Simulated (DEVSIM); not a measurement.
Structure: Cr/Si3N4/p-Si capacitor, at 400 K.

| layer (left to right) | material | thickness (nm) | Na (cm⁻³) |
|---|---|---|---|
| 1 | Si3N4 | 15.0 | - |
| 2 | Si | 590 | 9.6e17 |

Metal gate on the left, work function 4.5 eV. Fixed charge at the semiconductor interface 1.6e10 cm⁻² (in units of +e); interface traps 1.8e10 cm⁻² eV⁻¹, uniform in energy, neutral level at 0.7 of the gap above the valence band.

The device is made up for the run: typed textbook-type constants, with dimensions and the other settings drawn at random. Values at 300 K; Nc and Nv go as T^1.5, mobilities as T to minus their exponent, the gap by Varshni's rule with the affinity fixed.

```
parameter         Si3N4        Si
----------------  -----  --------
gap (eV)            5.1     1.124
affinity (eV)       2.1      4.05
permittivity        7.5      11.7
Nc (cm⁻³)             -   2.86e19
Nv (cm⁻³)             -    3.1e19
Varshni α (eV/K)      -  0.000473
Varshni β (K)         -       636
```

Simulated with DEVSIM: 1D Poisson equation in equilibrium, Boltzmann statistics, complete ionisation; no quantum confinement or tunnelling. Metal contacts follow the ideal Schottky-Mott rule: no Fermi-level pinning, no interface dipoles.

The Si3N4 thickness was swept, all else fixed.

```json
[
 {"Si3N4 thickness (μm)": "0.006", "minimum of the low-frequency capacitance (μF/cm²)": "[?]", "capacitance of the dielectric stack (μF/cm²)": "1.11"},
 {"Si3N4 thickness (μm)": "0.0083", "minimum of the low-frequency capacitance (μF/cm²)": "0.248", "capacitance of the dielectric stack (μF/cm²)": "0.800"},
 {"Si3N4 thickness (μm)": "0.01", "minimum of the low-frequency capacitance (μF/cm²)": "0.235", "capacitance of the dielectric stack (μF/cm²)": "0.664"},
 {"Si3N4 thickness (μm)": "0.013", "minimum of the low-frequency capacitance (μF/cm²)": "0.213", "capacitance of the dielectric stack (μF/cm²)": "0.511"},
 {"Si3N4 thickness (μm)": "0.015", "minimum of the low-frequency capacitance (μF/cm²)": "0.198", "capacitance of the dielectric stack (μF/cm²)": "0.443"},
 {"Si3N4 thickness (μm)": "0.018", "minimum of the low-frequency capacitance (μF/cm²)": "0.182", "capacitance of the dielectric stack (μF/cm²)": "0.369"}
]
```

Q: Some entries are withheld; supply them.

A: 
- 0.006, minimum of the low-frequency capacitance (μF/cm²): 0.270
